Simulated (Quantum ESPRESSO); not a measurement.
## Convergence test for MgReO4 (Cmmm, 6 atoms in the cell)

```xyz
6
Lattice="3.2616 3.3636 0.0000 -3.2616 3.3636 0.0000 0.0000 0.0000 3.1036" Properties=species:S:1:pos:R:3 pbc="T T T"
Mg     0.0000     0.0000     0.0000
Re    -3.2616     0.0000    -1.5518
O     -1.4140     0.0000    -1.5518
O     -5.1091     0.0000    -1.5518
O     -3.2616    -1.2648     0.0000
O     -3.2616     1.2648     0.0000
```
Moments meant for the start (each program seeds them in its own way; μB, in the order of the atoms Mg Re O O O O): 0.0 1.0 0.0 0.0 0.0 0.0.

Method of the run: PBEsol, GBRV 1.5 ultrasoft (PBESOL) pseudopotentials (plane waves; Quantum ESPRESSO).

The starting cell comes from a database of computed structures (which also holds hypothetical and non-ambient phases and stackings), without a prior relaxation at this level. With one magnetic atom in the cell only a parallel order is possible. In the base run, with a pressure of about -8 GPa the cell is away from its equilibrium volume at this level. Without a gap this mesh is coarse (it stands for a supercell whose shortest vector is 14 Å).

Held fixed: ecutwfc = 40 Ry; ecutrho = 320 Ry; occupations = smearing; smearing = fd; degauss = 0.0073499 Ry; nspin = 2; K_POINTS = automatic 3 3 6 0 0 0; mixing_beta = 0.3.

ΔF is the free energy per atom less that of the last row (7.3e-14 Ry).

The series runs over conv_thr = 0.0073 Ry; 0.00073 Ry; 7.3e-05 Ry; 7.3e-06 Ry; 7.3e-07 Ry; 7.3e-08 Ry; 1e-09 Ry; 7.3e-10 Ry; 7.3e-12 Ry; 7.3e-14 Ry.

Q: From which setting on does the energy stay within 1 meV/atom of the last one?

A: From conv_thr = 7.3e-05 Ry on; the one before it is off by 1.8 meV/atom.

```csv
conv_thr,ΔF (meV/atom),pressure (GPa),largest force (eV/Å),size of the net moment (μB/atom),iterations
0.0073 Ry,2.7,-9.23,0.869,0.09,5
0.00073 Ry,1.80,-4.35,0.725,0.09,6
7.3e-05 Ry,0.41,-8.25,0.642,0.12,9
7.3e-06 Ry,0.02,-8.07,0.630,0.14,11
7.3e-07 Ry,0.00,-8.28,0.624,0.14,13
7.3e-08 Ry,0.00,-8.30,0.625,0.14,15
1e-09 Ry,0.00,-8.30,0.625,0.14,17
7.3e-10 Ry,0.00,-8.29,0.625,0.14,18
7.3e-12 Ry,0.00,-8.30,0.625,0.14,21
7.3e-14 Ry,0.00,-8.30,0.625,0.14,24
```
